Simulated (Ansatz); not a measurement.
By hand: energy of one form of TiO2 over another

Subject: the energy of one form of TiO2 over another. The value is E(A) − E(B), in meV per atom.

A: TiO2 (anatase, I4₁/amd), 6 atoms in the cell; spin state with PBE: run without spin. Conventional cell: a = b = 3.7985 Å, c = 9.7033 Å, α = β = γ = 90.00°.

B: TiO2 (rutile, P4₂/mnm), 6 atoms in the cell; spin state with PBE: run without spin. Conventional cell: a = 4.644 Å, b = 4.644 Å, c = 2.964 Å, α = 90.00°, β = 90.00°, γ = 90.00°.

Setting: static, neutral cells in Ansatz (PAW) whose structures rest at the PBE level. Ansatz (a program for electronic structure) runs with its PAW set soft_1. Other levels take these structures. The lattices are those relaxed with PBE, so at other levels the solids can be strained, which adds to the spread. A dispersion term (D3(BJ), or D4 for r2SCAN) was computed beside these levels and is taken off wherever the name lacks it.

Total energies of the cells in eV, at zero smearing width. They compare only within one column; the weights balance every element.

```csv
cell,atoms,weight,r2SCAN,RPBE
A: TiO2 (anatase),6,+1,-7292.63741,-7293.14160
B: TiO2 (rutile),6,−1,-7292.55067,-7292.85991
```

r2SCAN: (-7292.63741) − (-7292.55067) = -0.087 eV; dividing by 6 atoms gives -14 meV/atom.

RPBE: (-7293.14160) − (-7292.85991) = -0.282 eV; dividing by 6 atoms gives -47 meV/atom.

What follows from the r2SCAN value: Against the thermal energy at 300 K, k_BT = 25.9 meV, the difference of 14.5 meV per atom is 0.56 k_BT. To turn the order at 1000 K, where k_BT = 86.2 meV, the higher one would need 0.17 k_B per atom more entropy.
